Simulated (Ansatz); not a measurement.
Take Ba in the bcc (W type) structure (space group Im-3m, No. 229; a = 4.882 Å; relaxed with 0.1 eV smearing) as the base. Axes: x, y, z lie along the cube axes.

Method: DFT with PBEsol, PAW potentials and a 420 eV plane-wave cutoff in Ansatz (a program for electronic structure), spin-orbit coupling left out.

The change: a pure shear with ε_xy = ε_yx = 0.0171, atoms relaxed at fixed cell.

Task: How does this affect the stress?

Result: The stress (xx, yy, zz, yz, xz, xy; compression positive) comes out as (0.0, 0.0, 0.0, 0.0, 0.0, -0.4) GPa.

The cells carry an imposed strain or load. Stability against distortions was not tested.
